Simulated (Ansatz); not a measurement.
Consider Hf in the hcp (Mg type) structure (space group P6_3/mmc, No. 194; a = 3.159 Å, c = 5.000 Å).

It is then changed as follows: cell and atoms relaxed at a pressure of 4.2 GPa.

Levels (all Ansatz, a quantum-chemistry and plane-wave program, PAW): PBEsol (420 eV, no spin-orbit coupling); PBEsol+SOC (420 eV, spin-orbit coupling included).

The geometry is relaxed with PBEsol.

| Item | Result |
|---|---|
| PBEsol pressure | 4.2 GPa |

With PBEsol+SOC at the same geometry, the pressure falls by 0.4 GPa, from 4.2 GPa to 3.8 GPa.

Single points use the geometry relaxed with PBEsol. The spin-orbit shifts are approximate. Load acts through the strain it causes; cell and atoms are relaxed under it. No phonon test of stability was made. The runs without spin-orbit coupling are not spin-polarised.
